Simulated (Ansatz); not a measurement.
The reference is Nb in the bcc (W type) structure (space group Im-3m, No. 229; a = 3.248 Å; relaxed with 0.1 eV smearing). Axes: x, y, z lie along the cube axes.

All numbers come from LDA (Ansatz, a first-principles code), no spin-orbit coupling.

Base values:

```
Property           Result
---------------  --------
Volume per atom  17.14 Å³
```

It is then changed as follows: biaxial strain −1.67 %, plane normal [111], relaxed out of plane (Cartesian); in-plane vectors clamped, the third vector and the atoms free.

Q: What does the calculation give for the volume per atom after the change?

A: The volume per atom falls by 0.07 Å³ (17.14 Å³ → 17.07 Å³).

Stability against distortions was not tested. The final runs are not spin-polarised.
